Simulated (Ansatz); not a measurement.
## ZnS: pressure series

The parent structure is ZnS in the zinc blende structure (space group F-43m, No. 216; a = 5.297 Å).

Cell and atoms are relaxed at each pressure.

Calculations: LDA/PAW in Ansatz (a program for electronic structure), without spin-orbit coupling.

```csv
pressure (GPa),volume per atom (Å³/atom)
-2,19.031
-1,18.794
0,18.576
0.9,18.386
2.1,?
4.5,17.725
9,17.046
15,16.313
30,14.980
```

Problem. Fit the third-order Birch–Murnaghan form P(V) = (3B₀/2)[(V₀/V)^(7/3) − (V₀/V)^(5/3)]·[1 + (3/4)(B₀′ − 4)((V₀/V)^(2/3) − 1)] (squares taken in P) to the rows shown and predict the withheld row.

Solution. Least squares on the printed values gives V₀ = 18.574 Å³/atom, B₀ = 86.8 GPa, B₀′ = 4.4; this predicts 18.152 Å³/atom, and the run gives 18.150 Å³/atom, 0.002 lower.

Measured bulk modulus of ZnS: 77.1 GPa (temperature not stated; as listed in Cormac Toher et al., Physical Review Materials (2017)); the computed value is for a static lattice, so the two differ by thermal effects too.

Load acts through the strain it causes; cell and atoms are relaxed under it. Stability against distortions was not tested. Measured, ZnS leaves this structure (for rock salt) near 14.7 GPa (temperature not stated; as listed in Datta, Sujoy, Jana, Debnarayan, arXiv (2020)), on rising pressure, with hysteresis.
